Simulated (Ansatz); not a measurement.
An Ansatz (an electronic-structure program) run: Al2O3 with a change (pressure −1 GPa); PBE (Ansatz, PAW, spin-orbit coupling left out).

Input:

Ansatz 0.2 input:
```yaml
crystal:
  lattice:
    - [2.4044120927, 1.388187969, 4.3746338744]
    - [-2.4044120927, 1.388187969, 4.3746338744]
    - [0, -2.7763759379, 4.3746338744]
  atoms:
    - { symbol: Al, position: [0.3521477554, 0.3521477554, 0.3521477554] }
    - { symbol: Al, position: [0.1478522446, 0.1478522446, 0.1478522446] }
    - { symbol: Al, position: [0.6478522446, 0.6478522446, 0.6478522446] }
    - { symbol: Al, position: [0.8521477554, 0.8521477554, 0.8521477554] }
    - { symbol: O, position: [0.5561752698, 0.9438247302, 0.25] }
    - { symbol: O, position: [0.25, 0.5561752698, 0.9438247302] }
    - { symbol: O, position: [0.9438247302, 0.25, 0.5561752698] }
    - { symbol: O, position: [0.4438247302, 0.0561752698, 0.75] }
    - { symbol: O, position: [0.75, 0.4438247302, 0.0561752698] }
    - { symbol: O, position: [0.0561752698, 0.75, 0.4438247302] }
basis: { ecutwfc: 420, ecutrho_ratio: 4, xc_grid: 2, fft_grid_basis: typed }
kpoints: { mp_grid: { grid: [8, 8, 8] } }
hamiltonian:
  xc: pbe
  dispersion: none
  pseudopotentials: { kind: paw }
scf: { occupations: { method: fermi_dirac, width: 0.05 } }
relax: { f_tol: 0.01, max_steps: 60, cell: { stress_tol: 0.02, p_target: -1.0 } }
output: { forces: true, stress: true }
checkpoint: { write: state.ck, write_every: 1000 }
```

Output (explanatory and most iteration lines left out):

```
Relaxation: its limit of steps is 60 (relax.max_steps)
Pseudopotential: Al, paw, valence charge 3
Pseudopotential: O, paw, valence charge 6
Crystal: 10 atoms, lattice volume = 87.609 Å³
Basis set: ecut = 420 eV, 1707 PW (Γ), exchange–correlation on 72×72×72 points (8 copies of the dense FFT grid, shifted against one another)
Bands: 34, of which v1, the nominal top of the filled ones, is band 24 counted from 1 (23 counted from 0)
Symmetry: 12 space group operations
Space group: R-3c (ITA 167), of the structure as read, at distance tolerance 4.4e-5 Å
k-points: 65 of 512
Functional: x = pbe(κ = 0.804, μ = 0.2195149727645171), c = pbe(β = 0.06672455060314922)
SCF iter   1: F=—  HF=-5569.606761 eV  |F-HF|=—  |Δ(HF+E_count)|=         —  Δρ=1.68e-3  dr2=1.30e-3  ethr=1.77e-3  ⟨swp⟩=7.5  Hψ=11590  notcnv=0  defer=40
SCF iter   2: F=—  HF=-5569.608370 eV  |F-HF|=—  |Δ(HF+E_count)|=   1.61e-3  Δρ=8.69e-4  dr2=2.93e-4  ethr=2.70e-6  ⟨swp⟩=2.0  Hψ=4292  notcnv=0  defer=130
SCF 1 converged in 6 iterations: F = -5569.609039 eV  dr2 = 3.44e-9
relax step   1: F+E_penalty+E_count = -5569.60903946 eV  Δ(F+E_penalty+E_count) = +0.000e0 eV  max|allowed force component| = 5.888e-5 eV/Å  Δτ_max = 0.0000 Å  P = +0.001 GPa  Ω = 87.609 Å³  (6 SCF iters, dr2 threshold 1.00e-7 eV, accepted)
[... steps on the carried basis left out ...]
relax step   7: F+E_penalty+E_count = -5569.60769782 eV  Δ(F+E_penalty+E_count) = -7.887e-5 eV  max|allowed force component| = 9.675e-4 eV/Å  Δτ_max = 0.0000 Å  P = -0.998 GPa  Ω = 87.994 Å³  stress off target by 2.03e-3 GPa  SCF on the basis re-selected at this cell (its energy is not comparable with the rows above)  (4 SCF iters)
SCF converged after 4 iterations
Free energy (F): -5569.607698 eV
Internal energy: -5569.607698 eV  (E = F + TS)
E sigma→0 (E₀):  -5569.607698 eV
Fermi energy:    10.293487 eV
--- Forces (eV/Å), atoms counted from 1 ---
  atom   1  Al     0.00000000     0.00000000     0.00096751
  atom   2  Al     0.00000000    -0.00000000    -0.00096751
  atom   3  Al     0.00000000    -0.00000000    -0.00096751
  atom   4  Al    -0.00000000     0.00000000     0.00096751
  atom   5  O      0.00037538     0.00000000     0.00000000
  atom   6  O     -0.00018769     0.00032509    -0.00000000
  atom   7  O     -0.00018769    -0.00032509     0.00000000
  atom   8  O     -0.00037538    -0.00000000    -0.00000000
  atom   9  O      0.00018769    -0.00032509     0.00000000
  atom  10  O      0.00018769     0.00032509    -0.00000000
--- Stress (GPa, compression-positive) ---
       -0.997974      -0.000000      -0.000000
       -0.000000      -0.997974      -0.000000
       -0.000000      -0.000000      -0.998327
  P = ⅓ Tr σ = -0.9981 GPa (-9.981 kbar)
--- Relaxed structure (5 steps of the walk, 5 accepted, 2 SCFs on fresh bases) ---
  cell:  # Å, volume = 87.9938 Å³
    - [2.4077916372162975, 1.3901391499160516, 4.3815068131041865]
    - [-2.4077916372162975, 1.3901391499160516, 4.3815068131041865]
    - [-2.5295564893559686e-34, -2.780278299782025, 4.381506813120075]
  atoms:
    - { symbol: Al, position: [0.3521502043453383, 0.3521502043453383, 0.3521502043453382] }
    - { symbol: Al, position: [0.14784979565466172, 0.14784979565466172, 0.14784979565466175] }
    - { symbol: Al, position: [0.6478497956546615, 0.6478497956546615, 0.6478497956546615] }
    - { symbol: Al, position: [0.8521502043453383, 0.8521502043453383, 0.8521502043453383] }
    - { symbol: O, position: [0.5561322077406492, 0.9438677922593506, 0.24999999999999983] }
    - { symbol: O, position: [0.24999999999999978, 0.5561322077406492, 0.9438677922593505] }
    - { symbol: O, position: [0.9438677922593507, 0.2499999999999999, 0.5561322077406494] }
    - { symbol: O, position: [0.44386779225935064, 0.05613220774064931, 0.7499999999999998] }
    - { symbol: O, position: [0.75, 0.4438677922593506, 0.05613220774064931] }
    - { symbol: O, position: [0.0561322077406492, 0.7499999999999999, 0.4438677922593504] }
```

Load acts through the strain it causes; cell and atoms are relaxed under it. Whether these cells are dynamically stable was not tested. The cell was made from Al2O3 in the corundum structure (space group R-3c, No. 167) by this change: pressure −1 GPa.
